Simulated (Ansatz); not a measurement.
C (P6_3/mmc) under biaxial stress in the c plane (compression positive): band gap by PBE, rigid bands (plane waves, PAW, scalar-relativistic; Ansatz, a program for electronic structure). The unloaded cell, whose axes the loads refer to:

```cif
data_C4
_chemical_formula_sum 'C4'
_space_group_name_H-M_alt 'P 1'
_space_group_IT_number 1
_cell_length_a 2.49882
_cell_length_b 2.49882
_cell_length_c 4.16086
_cell_angle_alpha 90.000
_cell_angle_beta 90.000
_cell_angle_gamma 120.000
loop_
_space_group_symop_operation_xyz
  'x, y, z'
loop_
_atom_site_label
_atom_site_type_symbol
_atom_site_fract_x
_atom_site_fract_y
_atom_site_fract_z
_atom_site_occupancy
C1 C 0.33333 0.66667 0.00030 1
C2 C 0.66667 0.33333 0.50030 1
C3 C 0.33333 0.66667 0.37470 1
C4 C 0.66667 0.33333 0.87470 1
```

| biaxial stress in the c plane (compression positive) (GPa) | volume per atom (Å³) | band gap (eV) |
|---|---|---|
| -44 | 6.08 | 3.581 |
| -11 | 5.72 | 3.373 |
| 0 | 5.63 | ? |
| 11 | 5.54 | 3.208 |
| 22 | 5.45 | 3.120 |
| 33 | 5.38 | 3.028 |

Fit a straight line to band gap against the load over the rows given, and predict the row at 0 GPa.

The means are x̄ = 2.200 GPa and ȳ = 3.2620; Σ(x − x̄)(y − ȳ) = -26.70 and Σ(x − x̄)² = 3727, so the slope is -7.16 meV per GPa, and the rows given lie within 16 meV of the line. At 0 GPa the line gives 3.278 eV; the calculation gives 3.291 eV, 0.40 % from it.

Spin-orbit coupling is left out. Stresses and pressures are the targets of the relaxation. The structure type is held at every load. Geometry: cell and atoms relaxed with PBEsol.
